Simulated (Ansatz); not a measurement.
An Ansatz (a first-principles code) run: SiO2 with a change (uniaxial strain ε_zz = +3.00 %); PBE in Ansatz (plane waves to 420 eV, PAW, scalar-relativistic without spin-orbit coupling).

Input:

Ansatz 0.2 input:
```yaml
crystal:
  lattice:
    - [5.0221098256, 0, 0]
    - [-2.5110549128, 4.3492746896, 0]
    - [0, 0, 5.6755854817]
  atoms:
    - { symbol: Si, position: [0.4767254877, 0.4767254877, 0] }
    - { symbol: Si, position: [0.5232745123, 0, 0.6666666667] }
    - { symbol: Si, position: [0, 0.5232745123, 0.3333333333] }
    - { symbol: O, position: [0.4145310256, 0.1591484662, 0.8717835474] }
    - { symbol: O, position: [0.8408515338, 0.2553825595, 0.5384502141] }
    - { symbol: O, position: [0.1591484662, 0.4145310256, 0.1282164526] }
    - { symbol: O, position: [0.5854689744, 0.7446174405, 0.7948831193] }
    - { symbol: O, position: [0.2553825595, 0.8408515338, 0.4615497859] }
    - { symbol: O, position: [0.7446174405, 0.5854689744, 0.2051168807] }
basis: { ecutwfc: 420, ecutrho_ratio: 4, xc_grid: 2, fft_grid_basis: typed }
kpoints: { mp_grid: { grid: [8, 8, 6] } }
hamiltonian:
  xc: pbe
  dispersion: none
  pseudopotentials: { kind: paw }
scf: { occupations: { method: fermi_dirac, width: 0.05 }, convergence: { dr2_threshold: 0.0000000009 } }
relax: { f_tol: 0.005, max_steps: 50 }
output: { forces: true, stress: true }
checkpoint: { write: state.ck, write_every: 1000 }
```

Output (explanatory and most iteration lines left out):

```
Relaxation: its limit of steps is 50 (relax.max_steps)
Pseudopotential: Si, paw, valence charge 4
Pseudopotential: O, paw, valence charge 6
Crystal: 9 atoms, lattice volume = 123.969 Å³
Basis set: ecut = 420 eV, 2461 PW (Γ), exchange–correlation on 72×72×80 points (8 copies of the dense FFT grid, shifted against one another)
Bands: 33, of which v1, the nominal top of the filled ones, is band 24 counted from 1 (23 counted from 0)
Symmetry: 6 space group operations
Space group: P3221 (ITA 154), of the structure as read, at distance tolerance 5.0e-5 Å
k-points: 50 of 384 (time reversal used)
Functional: x = pbe(κ = 0.804, μ = 0.2195149727645171), c = pbe(β = 0.06672455060314922)
SCF iter   1: F=—  HF=-5322.135936 eV  |F-HF|=—  |Δ(HF+E_count)|=         —  Δρ=1.60e-3  dr2=1.90e-3  ethr=1.77e-3  ⟨swp⟩=6.7  Hψ=9032  notcnv=0  defer=48
SCF iter   2: F=—  HF=-5322.137800 eV  |F-HF|=—  |Δ(HF+E_count)|=   1.86e-3  Δρ=5.77e-4  dr2=1.76e-4  ethr=3.96e-6  ⟨swp⟩=2.3  Hψ=3254  notcnv=0  defer=82
SCF 1 converged in 7 iterations: F = -5322.138385 eV  dr2 = 1.13e-10
relax step   1: F+E_penalty+E_count = -5322.13838460 eV  Δ(F+E_penalty+E_count) = +0.000e0 eV  max|allowed force component| = 3.295e-1 eV/Å  Δτ_max = 0.0000 Å  (7 SCF iters, accepted)
Crystal: 9 atoms, lattice volume = 123.969 Å³
SCF iter   1: F=—  HF=-5322.152997 eV  |F-HF|=—  |Δ(HF+E_count)|=         —  Δρ=1.38e-3  dr2=1.63e-3  ethr=2.94e-6  ⟨swp⟩=3.0  Hψ=6219  notcnv=0  defer=112
SCF iter   2: F=—  HF=-5322.152505 eV  |F-HF|=—  |Δ(HF+E_count)|=   4.92e-4  Δρ=6.18e-4  dr2=3.51e-4  ethr=2.94e-6  ⟨swp⟩=2.5  Hψ=2673  notcnv=0  defer=112
SCF 2 converged in 7 iterations: F = -5322.152406 eV  dr2 = 2.45e-11
relax step   2: F+E_penalty+E_count = -5322.15240637 eV  Δ(F+E_penalty+E_count) = -1.402e-2 eV  max|allowed force component| = 2.550e-1 eV/Å  Δτ_max = 0.0082 Å  (7 SCF iters, accepted)
Crystal: 9 atoms, lattice volume = 123.969 Å³
SCF iter   1: F=—  HF=-5322.194002 eV  |F-HF|=—  |Δ(HF+E_count)|=         —  Δρ=6.90e-3  dr2=3.89e-2  ethr=9.36e-4  ⟨swp⟩=4.8  Hψ=5070  notcnv=0  defer=105
SCF iter   2: F=—  HF=-5322.183500 eV  |F-HF|=—  |Δ(HF+E_count)|=   1.05e-2  Δρ=3.22e-3  dr2=9.00e-3  ethr=8.10e-5  ⟨swp⟩=3.0  Hψ=3179  notcnv=0  defer=105
SCF 3 converged in 8 iterations: F = -5322.181073 eV  dr2 = 6.00e-11
relax step   3: F+E_penalty+E_count = -5322.18107298 eV  Δ(F+E_penalty+E_count) = -2.867e-2 eV  max|allowed force component| = 8.832e-2 eV/Å  Δτ_max = 0.0432 Å  (8 SCF iters, accepted)
Crystal: 9 atoms, lattice volume = 123.969 Å³
SCF iter   1: F=—  HF=-5322.204182 eV  |F-HF|=—  |Δ(HF+E_count)|=         —  Δρ=6.38e-3  dr2=3.50e-2  ethr=8.91e-4  ⟨swp⟩=4.8  Hψ=4983  notcnv=0  defer=111
SCF iter   2: F=—  HF=-5322.195196 eV  |F-HF|=—  |Δ(HF+E_count)|=   8.99e-3  Δρ=3.30e-3  dr2=9.35e-3  ethr=7.29e-5  ⟨swp⟩=1.8  Hψ=2488  notcnv=0  defer=111
SCF 4 converged in 8 iterations: F = -5322.192638 eV  dr2 = 9.12e-11
relax step   4: F+E_penalty+E_count = -5322.19263766 eV  Δ(F+E_penalty+E_count) = -1.156e-2 eV  max|allowed force component| = 1.745e-2 eV/Å  Δτ_max = 0.0465 Å  (8 SCF iters, accepted)
Crystal: 9 atoms, lattice volume = 123.969 Å³
SCF iter   1: F=—  HF=-5322.194426 eV  |F-HF|=—  |Δ(HF+E_count)|=         —  Δρ=2.46e-3  dr2=4.95e-3  ethr=1.08e-4  ⟨swp⟩=3.4  Hψ=4524  notcnv=0  defer=111
SCF iter   2: F=—  HF=-5322.193225 eV  |F-HF|=—  |Δ(HF+E_count)|=   1.20e-3  Δρ=1.30e-3  dr2=1.40e-3  ethr=1.03e-5  ⟨swp⟩=1.0  Hψ=2050  notcnv=0  defer=111
SCF 5 converged in 7 iterations: F = -5322.192876 eV  dr2 = 4.10e-10
relax step   5: F+E_penalty+E_count = -5322.19287636 eV  Δ(F+E_penalty+E_count) = -2.387e-4 eV  max|allowed force component| = 4.255e-3 eV/Å  Δτ_max = 0.0177 Å  (7 SCF iters, accepted)
Crystal: 9 atoms, lattice volume = 123.969 Å³
[...]
SCF iter   1: F=—  HF=-5322.192996 eV  |F-HF|=—  |Δ(HF+E_count)|=         —  Δρ=1.53e-4  dr2=2.14e-5  ethr=3.62e-7  ⟨swp⟩=2.0  Hψ=3648  notcnv=0  defer=110
SCF iter   2: F=—  HF=-5322.192999 eV  |F-HF|=—  |Δ(HF+E_count)|=   2.57e-6  Δρ=7.67e-5  dr2=5.49e-6  ethr=4.45e-8  ⟨swp⟩=2.0  Hψ=2871  notcnv=0  defer=110
SCF 7 converged in 6 iterations: F = -5322.192997 eV  dr2 = 6.29e-11
relax step   7: F+E_penalty+E_count = -5322.19299663 eV  Δ(F+E_penalty+E_count) = -1.474e-5 eV  max|allowed force component| = 7.949e-4 eV/Å  Δτ_max = 0.0010 Å  (6 SCF iters, accepted)
SCF converged after 6 iterations
Free energy (F): -5322.192997 eV
Internal energy: -5322.192997 eV  (E = F + TS)
E sigma→0 (E₀):  -5322.192997 eV
Fermi energy:    4.651395 eV
--- Forces (eV/Å), atoms counted from 1 ---
  atom   1  Si     0.00039746     0.00068842    -0.00000000
  atom   2  Si    -0.00079492     0.00000000    -0.00000000
  atom   3  Si     0.00039746    -0.00068842     0.00000000
  atom   4  O      0.00011461    -0.00034596     0.00002076
  atom   5  O      0.00024231     0.00027223     0.00002076
  atom   6  O     -0.00035691    -0.00007373    -0.00002076
  atom   7  O      0.00024231    -0.00027223    -0.00002076
  atom   8  O      0.00011461     0.00034596    -0.00002076
  atom   9  O     -0.00035691     0.00007373     0.00002076
--- Stress (GPa, compression-positive) ---
       -0.157376       0.000000       0.000000
        0.000000      -0.157376      -0.000000
        0.000000      -0.000000      -2.579296
  P = ⅓ Tr σ = -0.9647 GPa (-9.647 kbar)
--- Relaxed structure (7 steps of the walk, 7 accepted, 0 SCFs on fresh bases) ---
  atoms:
    - { symbol: Si, position: [0.4842734933514652, 0.48427349335146525, 1.1349754613311186e-19] }
    - { symbol: Si, position: [0.5157265066485349, 2.1639187826551936e-19, 0.6666666666666667] }
    - { symbol: Si, position: [-5.551115123125783e-17, 0.5157265066485348, 0.33333333333333337] }
    - { symbol: O, position: [0.4156140665701058, 0.174164481627918, 0.8592547279061213] }
    - { symbol: O, position: [0.8258355183720821, 0.24144958494218782, 0.5259213945727879] }
    - { symbol: O, position: [0.17416448162791798, 0.41561406657010574, 0.1407452720938789] }
    - { symbol: O, position: [0.5843859334298942, 0.7585504150578122, 0.8074119387605455] }
    - { symbol: O, position: [0.2414495849421878, 0.825835518372082, 0.4740786054272123] }
    - { symbol: O, position: [0.7585504150578122, 0.5843859334298942, 0.19258806123945446] }
```

No phonon test of stability was made. The cell was made from SiO₂ (space group P3_221, No. 154) by this change: uniaxial strain ε_zz = +3.00 %.
